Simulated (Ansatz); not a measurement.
Start from HfO₂ in the fluorite structure (space group Fm-3m, No. 225; a = 5.044 Å). Axes: x, y, z lie along the cube axes.

Level of theory: PBEsol (Ansatz, a program for electronic structure; PAW; 420 eV plane waves; no spin-orbit coupling).

Strains are applied to the cell and any free atomic positions relax; under biaxial strain the out-of-plane vector relaxes too.

One change was made to it. Results:

```csv
quantity,base,after
shortest interatomic distance,2.184 Å,2.221 Å
energy relative to the base (free energy F),0 meV/atom,+37 meV/atom
"pressure (mean of the normal stresses, compression positive)",0.00 GPa,-11.60 GPa
```

### Question
Which of these changes matches the shifts?
A) biaxial strain −0.50 %, plane normal [001], relaxed out of plane
B) biaxial strain +3.00 %, plane normal [001], relaxed out of plane
C) biaxial strain −2.50 %, plane normal [001], relaxed out of plane
D) biaxial strain +1.50 %, plane normal [001], relaxed out of plane

### Answer
B, biaxial strain +3.00 %, plane normal [001], relaxed out of plane. For comparison, the energy relative to the base in the other runs: biaxial strain −0.50 %, plane normal [001], relaxed out of plane gives +1.1 meV/atom; biaxial strain −2.50 %, plane normal [001], relaxed out of plane gives +28 meV/atom; biaxial strain +1.50 %, plane normal [001], relaxed out of plane gives +9.4 meV/atom.

Stability against distortions was not tested. This is not the structure that HfO2 has at room temperature and ambient pressure.
